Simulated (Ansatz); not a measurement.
# Ansatz run on CoSi (P2_13, 8 atoms in the cell): self-consistent single point

Method: PBE (plane waves, PAW; Ansatz, a program for electronic structure).

This input was run:

Ansatz 0.2 input:
```yaml
crystal:
  lattice:
    - [4.336659, 0.000000, 0.000000]
    - [0.000000, 4.336659, 0.000000]
    - [0.000000, 0.000000, 4.336659]
  atoms:
    - { symbol: Co, position: [0.854100, 0.645900, 0.354100] }
    - { symbol: Co, position: [0.645900, 0.354100, 0.854100] }
    - { symbol: Co, position: [0.354100, 0.854100, 0.645900] }
    - { symbol: Co, position: [0.145900, 0.145900, 0.145900] }
    - { symbol: Si, position: [0.156540, 0.343460, 0.656540] }
    - { symbol: Si, position: [0.343460, 0.656540, 0.156540] }
    - { symbol: Si, position: [0.656540, 0.156540, 0.343460] }
    - { symbol: Si, position: [0.843460, 0.843460, 0.843460] }
kpoints:
  mp_grid: { grid: [10, 10, 10], shift: [0.5, 0.5, 0.5] }
hamiltonian:
  xc: pbe
  pseudopotentials: { kind: paw }
scf:
  occupations: { method: fermi_dirac, width: 0.1 }
output:
  forces: true
  eigenvalues: true
  stress: true
```

Output, abridged:

```
WARN basis.ecutwfc = 420 eV, the default
WARN ansatz: RAYON_NUM_THREADS=1 ignored (pool sized by the plan → 1); use --threads N
Pseudopotentials: kind: paw
Pseudopotential: Co, paw, valence charge 17
Pseudopotential: Si, paw, valence charge 4
Crystal: 8 atoms, lattice volume = 81.558 Å³
Basis set: ecut = 420 eV, 1575 PW (Γ), exchange–correlation on 60×60×60 points (8 copies of the dense FFT grid, shifted against one another)
Bands: 51, of which v1, the nominal top of the filled ones, is band 42 counted from 1 (41 counted from 0)
Symmetry: 12 space group operations
Space group: P213 (ITA 198), of the structure as read, at distance tolerance 4.3e-5 Å
k-points: 45 of 1000 (time reversal used)
Initial density: superposition of atomic densities (neutral atoms: chi_scale 0, normalization atom), corrected by the library's trained network
Initial wavefunctions: pseudopotential atomic-orbital guess
Eigensolver: davidson
Functional: x = pbe(κ = 0.804, μ = 0.2195149727645171), c = pbe(β = 0.06672455060314922)
SCF iter   1: F=—  HF=-23052.456876 eV  |F-HF|=—  |Δ(HF+E_count)|=         —  Δρ=6.84e-3  dr2=8.76e-3  ethr=1.77e-3  ⟨swp⟩=6.9  Hψ=9070  notcnv=0  defer=7
all-band conjugate gradients solve this SCF's bands
preconditioner: auto → Kerker (q_TF=auto, 2.742 Å⁻¹)
SCF iter   2: F=—  HF=-23052.454421 eV  |F-HF|=—  |Δ(HF+E_count)|=   2.45e-3  Δρ=3.02e-3  dr2=2.16e-3  ethr=1.04e-5  ⟨swp⟩=2.1  Hψ=3796  notcnv=0  defer=9
SCF iter   3: F=—  HF=-23052.453944 eV  |F-HF|=—  |Δ(HF+E_count)|=   4.77e-4  Δρ=9.94e-4  dr2=2.64e-4  ethr=2.58e-6  ⟨swp⟩=2.1  Hψ=2798  notcnv=0  defer=9
SCF iter   4: F=—  HF=-23052.453959 eV  |F-HF|=—  |Δ(HF+E_count)|=   1.54e-5  Δρ=2.75e-4  dr2=3.64e-5  ethr=3.14e-7  ⟨swp⟩=2.9  Hψ=3596  notcnv=0  defer=9
SCF iter   5: F=—  HF=-23052.454156 eV  |F-HF|=—  |Δ(HF+E_count)|=   1.97e-4  Δρ=5.06e-5  dr2=2.15e-6  ethr=4.33e-8  ⟨swp⟩=2.7  Hψ=3166  notcnv=0  defer=9
SCF iter   6: F=-23052.454155 eV  HF=-23052.454155 eV  |F-HF|=9.48e-9  |Δ(HF+E_count)|=   5.41e-7  Δρ=7.62e-6  dr2=3.30e-8  ethr=1.19e-10  ⟨swp⟩=6.2  Hψ=10279  notcnv=0
SCF 1 converged in 6 iterations: F = -23052.454155 eV  dr2 = 3.30e-8
SCF converged after 6 iterations
Free energy (F): -23052.454155 eV
Harris-Foulkes:  -23052.454155 eV  (|F-HF|=9.48e-9)
Internal energy: -23052.388451 eV  (E = F + TS)
E sigma→0 (E₀):  -23052.421303 eV
Entropy (-TS):   -0.065705 eV (-8.213 meV/atom)
Fermi energy:    18.103567 eV
--- Per-component energies (eV) ---
  E_band       = -850.806917
  E_kinetic    = 2027.152637
  E_local      = -13881.720524  (includes V_loc(G=0)·N_el)
  E_nonlocal   = 1923.331109
  E_hartree    = 6048.329657
  E_xc         = -875.632927
  E_vxc        = -1033.541145  (∫ρ·V_xc dr)
  E_paw        = -8121.166486  (= ΣΔE_a)
  E_vpaw       = -1982.699629  (= ΣTr[D̂ρ^β])
  E_aug_tail   = 0.000369  (compensation charges beyond the density's cutoff)
  E_ewald      = -10172.682284
  E_smearing   = -0.065705  (= −TS)
  E_closure    = 0.000000  (closes the sum)
  Σ components = -23052.454155   (vs F -23052.454155, Δ=0.00e0)
--- Forces (eV/Å), atoms counted from 1 ---
  atom   1  Co    -0.04496453     0.04496453    -0.04496453
  atom   2  Co     0.04496453    -0.04496453    -0.04496453
  atom   3  Co    -0.04496453    -0.04496453     0.04496453
  atom   4  Co     0.04496453     0.04496453     0.04496453
  atom   5  Si    -0.03201371     0.03201371    -0.03201371
  atom   6  Si     0.03201371    -0.03201371    -0.03201371
  atom   7  Si    -0.03201371    -0.03201371     0.03201371
  atom   8  Si     0.03201371     0.03201371     0.03201371
  max |Σ_I F_I| component: 1.60e-16 eV/Å
--- Stress (GPa, compression-positive) ---
       16.710071      -0.000000       0.000000
       -0.000000      16.710071       0.000000
        0.000000       0.000000      16.710071
  P = ⅓ Tr σ = 16.7101 GPa (167.101 kbar)
  The stress holds the Pulay correction. Without it, at fixed plane waves, as pw.x and ABINIT print it: P = 16.6037 GPa
--- Band table (eV; the first three rows and the last of 45) ---
  k-point 0: bands = ["-76.9141", "-76.8997", "-76.8986", "-76.8977", "-40.3177", "-40.3138", "-40.3098", "-40.2614", "-40.2419", "-40.2361", "-40.2301", "-40.1886", "-40.1884", "-40.1707", "-40.1702", "-40.1682", "3.8029", "9.0164", "9.3995", [...]
  k-point 1: bands = ["-76.9136", "-76.9010", "-76.8985", "-76.8971", "-40.3202", "-40.3144", "-40.3054", "-40.2633", "-40.2460", "-40.2379", "-40.2240", "-40.1880", "-40.1861", "-40.1732", "-40.1711", "-40.1676", "3.9595", "8.4608", "9.4260", [...]
  k-point 2: bands = ["-76.9124", "-76.9028", "-76.8982", "-76.8968", "-40.3219", "-40.3160", "-40.2993", "-40.2671", "-40.2492", "-40.2414", "-40.2160", "-40.1871", "-40.1823", "-40.1766", "-40.1728", "-40.1677", "4.2695", "7.6656", "9.6125", [...]
  k-point 44: bands = ["-76.9036", "-76.9034", "-76.9015", "-76.9013", "-40.3092", "-40.3085", "-40.3035", "-40.3027", "-40.2305", "-40.2294", "-40.2215", "-40.2203", "-40.1705", "-40.1701", "-40.1669", "-40.1665", "7.7636", "7.9488", "8.3709", [...]
```

The run converged in 6 iterations.

The starting cell comes from a database of computed structures (which also holds hypothetical and non-ambient phases and stackings), without a prior relaxation at this level. Its lattice was rescaled by a random factor within 2.5 % of one. Spin polarisation is off. With a pressure of about 17 GPa the cell is away from its equilibrium volume at this level. Ansatz's pressure includes its estimate of the finite-basis (Pulay) stress.
